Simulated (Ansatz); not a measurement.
# Short convergence ladders for CaSi₂Rh₂ (I4mm, 5 atoms in the cell)

```
Ca(SiRh)2
1.0
   -2.05101     2.05101     5.01954
    2.05101    -2.05101     5.01954
    2.05101     2.05101    -5.01954
Ca Si Rh
1 2 2
Direct
  0.00498   0.00498   0.00000
  0.62739   0.62739   0.00000
  0.37261   0.37261   0.00000
  0.75000   0.25000   0.50000
  0.25000   0.75000   0.50000
```

Base method: LDA (PW92), default PAW files made with PBE (plane waves; Ansatz, a first-principles code).

Base settings: basis.ecutwfc = 420 eV; kpoints.mp_grid.grid = 11 11 11; hamiltonian.xc = lda; hamiltonian.pseudopotentials = {kind: paw} (the program's default PAW files); scf.occupations.method = gaussian; scf.occupations.width = 0.1 eV.

The count of work is k-points × plane waves × bands × iterations; it is no time. Core times come from one kind of shared machine, to one figure; runs under 30 s give none.

**The k-point mesh at a smearing width of 0.02 eV**

In this ladder: scf.occupations.width = 0.02 eV.

Only quantities that move along the ladder and can be compared are tabulated.

| kpoints.mp_grid.grid | free energy less the last step's (meV/atom) | pressure (GPa) | largest difference of a force vector from the last step's (eV/Å) | count of work / last |
|---|---|---|---|---|
| 4 4 4 | 9.92 | -7.75 | 0.107 | 0.0088 |
| 5 5 5 | 2.95 | -7.84 | 0.061 | 0.012 |
| 6 6 6 | 3.22 | -7.86 | 0.106 | 0.020 |
| 7 7 7 | -1.08 | -7.99 | 0.004 | 0.027 |
| 8 8 8 | -0.17 | -7.96 | 0.007 | 0.040 |
| 12 12 12 | 0.01 | -7.96 | 0.016 | 0.11 |
| 27 27 27 | 0.00 | -7.99 | 0.000 | 1.0 |

Coarsest kpoints.mp_grid.grid that holds the pressure within 0.2 GPa of the last step, with all finer ones: 5 5 5, at 0.012 of the last step's count of work; the step before is off by 0.24 GPa.

Coarsest kpoints.mp_grid.grid that holds the free energy within 5 meV/atom of the last step, with all finer ones: 5 5 5, at 0.012 of the last step's count of work; the step before is off by 9.9 meV/atom.

Coarsest kpoints.mp_grid.grid that holds the forces within 0.02 eV/Å: not settled: the last two steps still differ by 0.016 eV/Å, over half the tolerance, so the ladder does not show it.

Two neighbours can agree and both be off: 5 5 5 and 6 6 6 differ by 0.27 meV/atom in the free energy, yet lie about 3.2 meV/atom from the last step.

**The width of Fermi-Dirac smearing**

In this ladder: kpoints.mp_grid.grid = 18 18 18; scf.occupations.method = fermi_dirac.

Narrow widths need finer meshes than wide ones, so the last steps can hold mesh noise.

Only quantities that move along the ladder and can be compared are tabulated; pressure and forces are left out, as mesh noise rules them at narrow widths.

```csv
scf.occupations.width,free energy less the last step's (meV/atom),energy extrapolated to zero width less the last step's (meV/atom),core time / last (rough)
1 eV,-808.63,72.62,0.9
0.5 eV,-171.38,17.93,0.7
0.3 eV,-52.25,5.00,0.9
0.1 eV,0.00,0.00,1
```

Widest scf.occupations.width that holds the energy extrapolated to zero width within 2 meV/atom: not settled: the last two steps still differ by 5.0 meV/atom, over half the tolerance, so the ladder does not show it.

Widest scf.occupations.width that holds the free energy within 5 meV/atom: not settled: the last two steps still differ by 52 meV/atom, over half the tolerance, so the ladder does not show it.

The extrapolation to zero width removes most of the smearing's effect on the energy.

**The mesh under tetrahedron occupations**

In this ladder: scf.occupations.method = tetrahedron; scf.occupations.width = default.

Only quantities that move along the ladder and can be compared are tabulated.

```tsv
kpoints.mp_grid.grid	free energy less the last step's (meV/atom)	pressure (GPa)	largest difference of a force vector from the last step's (eV/Å)	count of work / last
5 5 5	2.91	-7.86	0.050	0.014
6 6 6	3.01	-7.93	0.014	0.023
7 7 7	0.72	-7.94	0.019	0.030
9 9 9	0.45	-7.97	0.010	0.056
11 11 11	0.17	-7.98	0.006	0.095
17 17 17	0.01	-7.99	0.001	0.30
26 26 26	0.00	-7.99	0.000	1.0
```

Coarsest kpoints.mp_grid.grid that holds the forces within 0.005 eV/Å of the last step, with all finer ones: 17 17 17, at 0.30 of the last step's count of work; the step before is off by 0.006 eV/Å.

Coarsest kpoints.mp_grid.grid that holds the free energy within 2 meV/atom of the last step, with all finer ones: 7 7 7, at 0.030 of the last step's count of work; the step before is off by 3.0 meV/atom.

Coarsest kpoints.mp_grid.grid that holds the pressure within 0.1 GPa of the last step, with all finer ones: 6 6 6, at 0.023 of the last step's count of work; the step before is off by 0.13 GPa.

Two neighbours can agree and both be off: 5 5 5 and 6 6 6 differ by 0.10 meV/atom in the free energy, yet lie about 3.0 meV/atom from the last step.

On the base run: the starting cell comes from a database of computed structures (which also holds hypothetical and non-ambient phases and stackings), without a prior relaxation at this level. Its lattice was rescaled by up to half a per cent. One atom was moved a little off its site on purpose. Spin polarisation is off. In the base run, with a pressure of about -8 GPa the cell is away from its equilibrium volume at this level. Ansatz's pressure includes its estimate of the finite-basis (Pulay) stress.

Left out of this page: 2 runs of the series outside the window shown, repeating another row's setting, or not comparable.

Keys are those of Ansatz 0.2.
